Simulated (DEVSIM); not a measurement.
Structure: abrupt Si p-n junction, at 300 K.

```tsv
layer (left to right)	material	thickness (μm)	Nd (cm⁻³)	Na (cm⁻³)	τn (s)	τp (s)
1	Si	14.0	-	1.3e17	1.1e-6	1.1e-6
2	Si	5.40	2e17	-	1.1e-6	1.1e-6
```

Left contact: ohmic. Right contact: ohmic. Voltage is applied to the left contact. Recombination: SRH at mid-gap, radiative. Mobility is μmin + (μ − μmin)/(1 + (N/Nref)^α).

This is a model device: material constants are rounded textbook-type values typed into the input, and sizes, dopings and lifetimes were drawn at random. Values at 300 K.

| parameter | Si |
|---|---|
| gap (eV) | 1.124 |
| affinity (eV) | 4.05 |
| permittivity | 11.7 |
| Nc (cm⁻³) | 2.86e19 |
| Nv (cm⁻³) | 3.1e19 |
| μn (cm²/Vs) | 1417 |
| μp (cm²/Vs) | 470 |
| μn,min | 52 |
| μp,min | 45 |
| Nref,n | 9.7e16 |
| Nref,p | 2.2e17 |
| αn | 0.68 |
| αp | 0.72 |
| B (cm³/s) | 4.7e-15 |

Simulated with DEVSIM: 1D drift-diffusion, Boltzmann statistics, complete ionisation; no tunnelling, impact ionisation, image-force lowering or self-heating.

The doping Nd of layer 2 was swept, all else fixed.

```tsv
doping Nd of layer 2 (cm^-3)	largest field in the device at zero bias (V/cm)	potential step across the device at zero bias (V)	dark forward voltage at 100 A/cm² (V)	dark forward voltage at 1 A/cm² (V)
6e15	37000	0.764	0.770	0.606
2e16	63000	0.795	0.786	0.637
6e16	?	0.823	?	?
2e17	140000	0.854	0.816	0.686
6e17	170000	0.883	0.822	0.695
2e18	180000	0.914	0.824	0.698
6e18	210000	0.942	0.824	0.699
```

Problem. Some entries are withheld; supply them.

Solution. 
- 6e16, largest field in the device at zero bias (V/cm): 99000
- 6e16, dark forward voltage at 100 A/cm² (V): 0.800
- 6e16, dark forward voltage at 1 A/cm² (V): 0.664
